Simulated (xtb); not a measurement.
xtb 6.7.1, GFN1-xTB: F[SiH2][S][Ge]([Cl])([Cl])[Cl], 9 atoms. The geometry is a generated start, not checked to be a minimum at this level.

| Quantity | Value |
|---|---|
| method | GFN1-xTB |
| --acc | 1 (default) |
| --etemp (K) | 300 (default) |
| detailed input (--input) | none: ANC optimiser, Lindh (1995) Hessian, microcycle=20, maxdispl=1.0, hlow=0.01 (default) |
| basis functions | 68 |
| valence electrons | 44 |

```xyz
9

Si     1.6978    -0.2348     0.4949
F      2.4033     0.7601    -0.5432
S      0.2043    -1.3609    -0.5856
Ge    -1.5642     0.0210    -0.4793
Cl    -3.1850    -0.8165    -1.5625
Cl    -2.1815     0.2859     1.5583
Cl    -1.1494     1.9669    -1.2644
H      1.1052     0.6173     1.5031
H      2.6696    -1.2389     0.8786
```

The structure is relaxed from this start with --opt LEVEL for the levels crude, sloppy, loose, lax, normal, tight, vtight, extreme, once each. Up to the end of the extreme run atoms move by at most 0.61 Å along an axis.

Q: Choose the cheapest level whose final energy lies within 5 meV of that of extreme.

A: lax: 28 cycles against 161, ending 3.5 meV above.

```tsv
level	cycles	energy above the extreme run (meV)	gradient norm (eV/Å)
crude	4	84	0.28
sloppy	5	82	0.25
loose	10	73	0.24
lax	28	3.5	0.11
normal	30	3.0	0.046
tight	68	0.78	0.0040
vtight	145	0.028	0.0012
extreme	161	—	0.0012
```
